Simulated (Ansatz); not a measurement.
Base system: GaSe in the beta-GaS type structure (space group P6_3/mmc, No. 194; layered, stacked along the Cartesian z axis).

```
CELL_PARAMETERS angstrom
      3.70481     0.00000     0.00000
     -1.85241     3.20846     0.00000
      0.00000     0.00000    15.50834
ATOMIC_POSITIONS crystal
  Ga 0.33333 0.66667 0.17223
  Ga 0.66667 0.33333 0.67223
  Ga 0.66667 0.33333 0.82777
  Ga 0.33333 0.66667 0.32777
  Se 0.33333 0.66667 0.59619
  Se 0.66667 0.33333 0.09619
  Se 0.66667 0.33333 0.40381
  Se 0.33333 0.66667 0.90381
```

Computed with PBEsol-D3(BJ) in Ansatz (plane waves to 420 eV, PAW, no spin-orbit coupling).

Before the change:

| Property | Result |
|---|---|
| c/a ratio | 4.186 |
| Volume per atom | 23.04 Å³ |

Perturbation: S takes the place of Se on all its sites; the structure is relaxed again.

What happens to the c/a ratio?

The c/a ratio increases by 0.070 (4.186 → 4.256).

How does this affect the volume per atom?

The volume per atom drops by 2.705 Å³, from 23.04 Å³ to 20.34 Å³.

Stability against distortions was not tested.

Ansatz is a first-principles code.
